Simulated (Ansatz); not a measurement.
Consider a periodic stack without vacuum, ceria (1 1 0) on 3C silicon carbide (1 1 0) (film strained to the substrate, faces as cut): substrate slab C30Si30, film Ce12O24, surface cells [[-1, 2], [-1, -1]] and [[0, 2], [-1, 0]], film strained by -1.8 and -1.8 %, faces CSi/CSi and CeO/CeO as cut (like faces can put a slab off its formula). Its start:

```xyz
96
Lattice="7.5864 0.0000 0.0408 0.0000 5.3644 -0.0301 -1.3224 2.2253 28.8850" Properties=species:S:1:pos:R:3 pbc="T T T"
C      3.9546     1.2445     1.5212
C      6.4273     4.7423     1.3554
C      1.4853     3.0750     1.3357
C      1.3813     0.3851     2.9440
C      3.9819     4.0191     2.8612
C      6.4993     2.1516     2.9888
C      1.4386     3.1242     4.4389
C      3.9501     1.3570     4.5007
C      6.4692     4.8989     4.4644
C      6.4658     2.2509     6.0286
C      1.3972     5.8324     5.9679
C      3.9338     4.0560     5.9781
C      6.4367     4.9578     7.5436
C      1.3855     3.1774     7.5208
C      3.9106     1.3887     7.5590
C      3.8913     4.0884     9.0748
C      6.4186     2.2963     9.1024
C      1.3578     5.8796     9.0365
C      3.8729     1.4148    10.6398
C      6.3918     4.9943    10.6259
C      1.3356     3.2257    10.6023
C      1.3178     5.9318    12.0844
C      3.8381     4.0930    12.1526
C      6.3742     2.3207    12.1748
C      1.2821     3.2682    13.6772
C      3.8500     1.3830    13.7298
C      6.2909     4.9930    13.6939
C      6.3452     2.3672    15.2506
C      1.2619     5.9368    15.0415
C      3.6398     3.9028    15.2035
Si     2.0989     3.9941     2.8597
Si     4.5937     2.2246     2.9008
Si     7.0642     0.3519     2.8739
Si     2.1493     1.3580     1.5227
Si     4.6121     4.9508     1.2758
Si     7.2477     3.1566     1.5993
Si     7.0854     5.8218     5.9806
Si     2.0407     4.0469     5.9635
Si     4.5662     2.2688     6.0079
Si     7.1265     3.1208     4.4830
Si     2.0541     1.3363     4.4479
Si     4.5743     4.9277     4.4016
Si     4.5234     2.3003     9.1024
Si     7.0475     5.8723     9.0852
Si     1.9958     4.0949     9.0630
Si     4.5406     4.9639     7.5249
Si     7.0759     3.1729     7.5592
Si     2.0150     1.3904     7.5266
Si     1.9453     4.1438    12.1609
Si     4.4812     2.3034    12.2120
Si     7.0030     5.8987    12.1761
Si     1.9765     1.4404    10.6055
Si     4.4944     4.9880    10.6424
Si     7.0281     3.2062    10.6549
Si    -0.5322     6.0332    15.0419
Si     1.8460     4.2513    15.2378
Si     4.5100     2.3005    15.2709
Si    -0.6018     3.2298    13.7086
Si     1.9526     1.4931    13.6868
Si     4.3746     4.9186    13.8072
Ce     4.7990     5.4307    19.7649
Ce     0.9884     5.6592    19.8341
Ce     6.7641     2.8321    17.7617
Ce     2.8986     2.8257    17.8679
Ce     0.9596     5.5977    23.7445
Ce     4.7908     5.6245    23.7405
Ce     2.8894     2.9011    21.7707
Ce    -0.9120     2.9241    21.7828
Ce     4.7668     5.5244    27.6143
Ce     0.8886     5.4940    27.6767
Ce    -0.9325     2.8540    25.8508
Ce     2.8493     3.0088    25.6336
O     -0.6297     4.1576    19.6129
O      2.7070     4.2136    19.6570
O      1.1597     3.7737    16.6952
O      4.8683     3.9678    18.0624
O      1.0119     1.5724    18.0792
O      4.2849     1.5318    16.7454
O     -1.1464     1.5080    19.5593
O      3.0822     1.5367    19.7686
O      2.9177     4.2837    23.7151
O     -0.9686     4.2713    23.5945
O      4.7666     4.2300    21.6362
O      1.0210     4.2845    21.8055
O      4.8428     6.9094    21.8206
O      0.9323     6.9610    21.6554
O      2.8266     6.9785    23.6488
O     -0.8746     6.9615    23.8145
O     -0.9868     4.1837    27.6979
O      2.8337     4.2851    27.4062
O      0.8564     4.2564    25.6245
O      4.8456     4.2662    25.6773
O      1.1655     6.9093    25.8792
O      4.5771     6.9123    25.8236
O     -0.9404     6.7590    27.4889
O      2.8243     6.5679    28.6892
```

The start was prepared with a machine-learned potential, and the result is one local minimum, with the in-plane cell held and forces under 0.04 eV/Å; the film can end far from its bulk form.

Level of theory: PBE (plane waves to 420 eV, PAW; Ansatz, a first-principles code). No spin–orbit coupling; PBE gaps are too small against experiment; cerium has no Hubbard term. Its k-point mesh 3×4×1, Fermi–Dirac width 0.05 eV.

Task: Predict the relaxed interface.

Result: 
| Property | Value |
|---|---|
| interface area | 40.7 Å² |
| period | 29.08 Å |
| gaps between the outermost planes at the two interfaces | 1.44 and 1.50 Å |
| Ce–Si contacts across the interfaces within 1.22 times the sum of covalent radii | 7, mean 3.35 Å |
| C–Ce contacts across the interfaces within 1.22 times the sum of covalent radii | 4, mean 2.87 Å |
| O–Si contacts across the interfaces within 1.22 times the sum of covalent radii | 3, mean 1.68 Å |
| spin-polarised check at this geometry | keeps a moment, energy -0.08 eV |
